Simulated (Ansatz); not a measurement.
Consider CuCl in the wurtzite structure (space group P6_3mc, No. 186; a = 3.716 Å, c = 6.184 Å). Axes: x lies along a and z along c of the hexagonal cell.

One thing is altered: biaxial strain −1.95 %, plane normal [001], relaxed out of plane (Cartesian); in-plane vectors clamped, the third vector and the atoms free.

Levels (all Ansatz, a first-principles code, PAW): PBEsol (420 eV, no spin-orbit coupling); HSE06 (420 eV, no spin-orbit coupling).

The geometry is relaxed with PBEsol.

```
Item              Result
---------------  -------
PBEsol band gap  0.66 eV
```

With HSE06 at the same geometry, the band gap goes up by 1.88 eV, from 0.66 eV to 2.54 eV.

Single points use the geometry relaxed with PBEsol. Whether these cells are dynamically stable was not tested. No Hubbard U is applied. All final runs are without spin polarisation. This is not the structure that CuCl has at room temperature and ambient pressure.
